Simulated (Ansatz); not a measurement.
**Pt, response to strain**

Consider Pt in the fcc (Cu type) structure (space group Fm-3m, No. 225; a = 3.942 Å; relaxed with 0.1 eV smearing).

Strains are applied to the cell and any free atomic positions relax.

Computed with Ansatz (a quantum-chemistry and plane-wave program), r2SCAN, PAW, cutoff 500 eV, spin-orbit coupling left out.

Notes on the quantities. energy relative to the base: free energy F.

```
variant                   shortest interatomic distance  energy relative to the base   pressure
------------------------  -----------------------------  ---------------------------  ---------
base                                            2.787 Å                   0 meV/atom    0.0 GPa
isotropic strain +0.50 %                        2.801 Å                          ___        ___
isotropic strain +1.00 %                        2.815 Å                 +11 meV/atom   -7.4 GPa
isotropic strain +1.50 %                        2.829 Å                 +24 meV/atom  -10.7 GPa
isotropic strain +2.00 %                        2.843 Å                 +42 meV/atom  -13.6 GPa
isotropic strain +2.50 %                        2.857 Å                 +65 meV/atom  -16.3 GPa
isotropic strain +3.00 %                        2.871 Å                 +91 meV/atom  -18.7 GPa
```

Problem. Fill in the withheld entries from the trend.

Solution. 
- isotropic strain +0.50 %, energy relative to the base: +2.8 meV/atom
- isotropic strain +0.50 %, pressure: -3.9 GPa

Whether these cells are dynamically stable was not tested. The final runs are not spin-polarised. Pt lies near a magnetic instability that expansion can trigger; it was not tested.
